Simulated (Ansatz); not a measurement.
**A computed series for ZnSnP2: pressure series**

Base system: ZnSnP2 in the chalcopyrite structure (space group I-42d, No. 122; a = 5.702 Å, c = 11.436 Å).

Cell and atoms are relaxed at each pressure.

The values are results of DFT with PBE, PAW potentials and a 420 eV plane-wave cutoff in Ansatz (a first-principles code), no spin-orbit coupling, not measurements.

Base values:

| Property | Result |
|---|---|
| Band gap | 0.68 eV |

The aim is a band gap between 0.18 eV and 0.25 eV. Which of these changes reaches it?
(A) pressure −1 GPa
(B) pressure 9 GPa
(C) pressure 1.8 GPa
(D) pressure −2 GPa
(E) pressure 60 GPa

E, pressure 60 GPa. It gives 0.22 eV; pressure 9 GPa gives 1.16 eV; pressure −1 GPa gives 0.60 eV; pressure 1.8 GPa gives 0.81 eV; pressure −2 GPa gives 0.52 eV. Changes not listed may reach it too

Load acts through the strain it causes; cell and atoms are relaxed under it. No phonon test of stability was made. No other phases were tried under pressure. A zero or small gap of ZnSnP2 under pressure 60 GPa can be the functional's error rather than a property of the material.
